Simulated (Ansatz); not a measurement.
Start from CdS in the zinc blende structure (space group F-43m, No. 216; a = 5.927 Å).

The values are results of plane-wave PAW DFT at the PBE level (Ansatz, an electronic-structure program, 420 eV), no spin-orbit coupling, not measurements.

For the base:

```
Item                   Result
-------------  --------------
Electron mass  0.12 mₑ (at Γ)
Pressure             0.00 GPa
```

Modification: an isotropic linear strain of −2.00 %; the atoms relax in the strained cell.

Problem. What happens to the electron mass?

Solution. The electron mass changes from 0.12 mₑ (at Γ) to 0.13 mₑ (at Γ).

Problem. What does the calculation give for the pressure after the change?

Solution. The pressure goes from zero to 3.72 GPa.

Problem. What does the calculation give for the energy relative to the base after the change?

Solution. The energy goes up by 17 meV/atom.

Problem. What happens to the mean gap deformation potential ΔEg/Δln V?

Solution. The mean gap deformation potential ΔEg/Δln V amounts to -2.2 eV.

Masses are band curvatures over ±0.01 Å⁻¹ around the edge. Stability against distortions was not tested.
